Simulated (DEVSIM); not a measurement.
Structure: abrupt In0.53Ga0.47As n-p junction, at 350 K.

Layer 1 from the left is In0.53Ga0.47As, thickness (μm) 64.0, Nd (cm⁻³) 1.2e16, τn (s) 5.2e-8, τp (s) 5.2e-8. Layer 2 from the left is In0.53Ga0.47As, thickness (μm) 18.0, Na (cm⁻³) 2.6e14, τn (s) 5.2e-8, τp (s) 5.2e-8.

Left contact: ohmic. Right contact: ohmic. Voltage is applied to the left contact. Recombination: SRH at mid-gap, Auger. Mobility is constant in doping.

The device is made up for the run: typed textbook-type constants, with dimensions and the other settings drawn at random. Values at 300 K; Nc and Nv go as T^1.5, mobilities as T to minus their exponent, the gap by Varshni's rule with the affinity fixed.

In0.53Ga0.47As: gap (eV) 0.74, affinity (eV) 4.51, permittivity 13.9, Nc (cm⁻³) 2.1e17, Nv (cm⁻³) 7.7e18, μn (cm²/Vs) 12000, μp (cm²/Vs) 300, T exponent of μn 1.6, T exponent of μp 1.6, Cn (cm⁶/s) 5e-29, Cp (cm⁶/s) 5e-29, Varshni α (eV/K) 0.00035, Varshni β (K) 190.

Simulated with DEVSIM: 1D drift-diffusion, Boltzmann statistics, complete ionisation; no tunnelling, impact ionisation, image-force lowering or self-heating.

### Question
What does the simulation give for the largest field in the device at zero bias, the dark forward voltage at 100 A/cm², the dark forward voltage at 1 A/cm², the potential step across the device at zero bias?

### Answer
largest field in the device at zero bias 6800 V/cm; dark forward voltage at 100 A/cm² 0.458 V; dark forward voltage at 1 A/cm² 0.148 V; potential step across the device at zero bias 0.314 V.
